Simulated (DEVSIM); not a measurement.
Device: abrupt Si p-n junction, at 300 K.

```tsv
layer (left to right)	material	thickness (μm)	Nd (cm⁻³)	Na (cm⁻³)	τn (s)	τp (s)
1	Si	20.0	-	1.5e17	2e-6	2e-6
2	Si	28.0	1.5e15	-	2e-6	2e-6
```

Left contact: ohmic. Right contact: ohmic. Voltage is applied to the left contact. Recombination: SRH at mid-gap, Auger. Mobility is μmin + (μ − μmin)/(1 + (N/Nref)^α).

Constants are typed, rounded textbook-type inputs, not results; the design itself was drawn at random and stands for no fabricated device. Values at 300 K.

| parameter | Si |
|---|---|
| gap (eV) | 1.124 |
| affinity (eV) | 4.05 |
| permittivity | 11.7 |
| Nc (cm⁻³) | 2.86e19 |
| Nv (cm⁻³) | 3.1e19 |
| μn (cm²/Vs) | 1417 |
| μp (cm²/Vs) | 470 |
| μn,min | 52 |
| μp,min | 45 |
| Nref,n | 9.7e16 |
| Nref,p | 2.2e17 |
| αn | 0.68 |
| αp | 0.72 |
| Cn (cm⁶/s) | 2.8e-31 |
| Cp (cm⁶/s) | 9.9e-32 |

Model (solved in DEVSIM): 1D drift-diffusion, Boltzmann statistics, complete ionisation; no tunnelling, impact ionisation, image-force lowering or self-heating.

The thickness of layer 2 was swept, all else fixed.

| thickness of layer 2 (μm) | dark forward voltage at 100 A/cm² (V) | dark forward voltage at 1 A/cm² (V) |
|---|---|---|
| 5.6 | 0.767 | 0.572 |
| 9.8 | 0.790 | 0.588 |
| 17 | 0.814 | 0.604 |
| 28 | 0.839 | 0.619 |
| 48 | [?] | [?] |
| 84 | 0.942 | 0.648 |
| 140 | 1.065 | 0.663 |

### Question
Some entries are withheld; supply them.

### Answer

- 48, dark forward voltage at 100 A/cm² (V): 0.876
- 48, dark forward voltage at 1 A/cm² (V): 0.634
